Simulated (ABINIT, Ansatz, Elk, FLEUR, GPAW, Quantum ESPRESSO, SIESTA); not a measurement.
## Code comparison for HfZn2 (Fd-3m, 6 atoms in the cell)

Self-consistent single point.

```xyz
6
Lattice="0.0000 3.5556 3.5556 3.5556 0.0000 3.5556 3.5556 3.5556 0.0000" Properties=species:S:1:pos:R:3 pbc="T T T"
Hf     5.3335     5.3335     5.3335
Hf     3.5556     3.5556     3.5556
Zn     2.6667     2.6667     0.8889
Zn     2.6667     0.8889     2.6667
Zn     0.8889     0.8889     0.8889
Zn     0.8889     2.6667     2.6667
```
Moments meant for the start (each program seeds them in its own way; μB, in the order of the atoms Hf Hf Zn Zn Zn Zn): 1.0 1.0 0.0 0.0 0.0 0.0.

Shared settings, as Ansatz (an electronic-structure program) writes them: kpoints.mp_grid.grid = 5 5 5; scf.occupations.method = fermi_dirac; scf.occupations.width = 0.1 eV. Potentials and cutoffs stand in the table.

| code | model | pressure (GPa) | size of the net moment (μB/atom) | cutoff |
|---|---|---|---|---|
| GPAW | PBEsol, GPAW PAW datasets PBEsol (made by gpaw-setup) | 7.28 | 0.08 | 850 eV |
| Quantum ESPRESSO | PBEsol, PSlibrary PAW (PBE) pseudopotentials | 5.06 | 0.09 | 55 Ry |
| Ansatz | PBEsol, PAW files made with PBE | 6.97 | 0.08 | default |
| SIESTA | GGA PBEsol, numerical atomic orbitals DZP, PseudoDojo PBEsol standard norm-conserving potentials (rewritten from UPF to PSML) | 6.61 | 0.05 | grid 350 Ry |
| FLEUR | PBEsol, all-electron FLAPW (FLEUR), scalar-relativistic valence | – | 0.07 | Kmax 3.8 1/bohr |
| Elk | PBEsol, all-electron FP-LAPW, Elk's shipped species files, LAPW+lo basis | – | 0.00 | rgkmax 8 |
| ABINIT | PBEsol, PAW (JTH v2.0 PBE PAW, files made for PBE) | 6.88 | 0.07 | 60 Ry |

A dash marks a value that a program does not give, or that is left out as unsure.

On Ansatz's run: spin-orbit coupling is off. The moments shrank to a small part of their start, a low-spin state that need not be the lowest.

The spread over the programs that give each value: pressure within 2.22 GPa; size of the net moment within 0.09 μB/atom.

SIESTA uses small atom-centred bases, whose incompleteness enters pressures, forces and empty levels differently from a plane-wave cutoff. FLEUR and Elk treat all electrons, but the usual bases taken here (sphere radii, linearisation, local orbitals, empty states) were not tested for convergence, so the values are no reference for the others. Ansatz's pressure is given at a fixed set of plane waves, as the other plane-wave codes print theirs; with its correction for the finite basis it is 7.05 GPa. In the pressure, Quantum ESPRESSO (by 1.86) lies more than 1 GPa from the median of the plane-wave programs.

The starting cell comes from a database of computed structures (which also holds hypothetical and non-ambient phases and stackings), without a prior relaxation at this level. Its lattice was rescaled by a random factor within 2.5 % of one.

Keys are those of Ansatz 0.2.
